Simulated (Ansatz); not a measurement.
The structure below was relaxed with Ansatz (a first-principles code), PBE-D3(BJ), PAW, cutoff 420 eV, scalar-relativistic without spin-orbit coupling, earlier PAW set, at pressure −2 GPa.

Space group P-3m1 (No. 164); a = b = 3.3949 Å, c = 5.8498 Å, α = β = 90.00°, γ = 120.00°

```json
[
 {"atom": "Ti", "site": "1a", "symmetry": "-3m.", "x": "0.0000", "y": "0.0000", "z": "0.0000"},
 {"atom": "S", "site": "2d", "symmetry": "3m.", "x": "0.3333", "y": "0.6667", "z": "0.2433"}
]
```

**Question.** Write out a cell with all atoms.

**Answer.** 
```xyz
3
Lattice="3.3949 0.0000 0.0000 -1.6974 2.9400 0.0000 0.0000 0.0000 5.8498" Properties=species:S:1:pos:R:3 pbc="T T T"
Ti     0.0000     0.0000     0.0000
S      0.0000     1.9600     1.4235
S      1.6974     0.9800     4.4263
```
This is the conventional cell.

Load acts through the strain it causes; cell and atoms are relaxed under it. No phonon test of stability was made. All final runs are without spin polarisation. The cell was made from TiS2 in the CdI2 type structure (space group P-3m1, No. 164; layered, stacked along the Cartesian z axis) by this change: pressure −2 GPa.
